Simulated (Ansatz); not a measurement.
For HgSe (model structure, started from the h-BN type, P6₃/mmc, No. 194, 4 atoms in the cell), PBEsol (plane waves, PAW; Ansatz, a program for electronic structure) gives:

```
Quantity              Value
------------------  -------
lattice constant a  4.557 Å
c axis length       6.189 Å
```

What does PBE-D3(BJ) (plane waves, PAW; Ansatz) give for the same quantities?


- lattice constant a: 4.576 Å (goes up by 0.4 %)
- lattice parameter c: 6.288 Å (rises by 1.6 %)

Changes are worked out from the printed values.

Unless a cell is named, each level is at its own relaxed cell (PBEsol 27.82, PBE-D3(BJ) 28.50 Å³/atom).

Levels without +SOC leave out spin–orbit coupling, which shifts energies and cells of such heavy elements.

Ansatz's density-functional and Hartree–Fock values are scalar-relativistic unless marked +SOC, with PAW data made under PBE.

A model structure was made by putting elements into a prototype or built by hand; it is no filed structure, need not be a known phase, and can be a saddle point held by its symmetry.
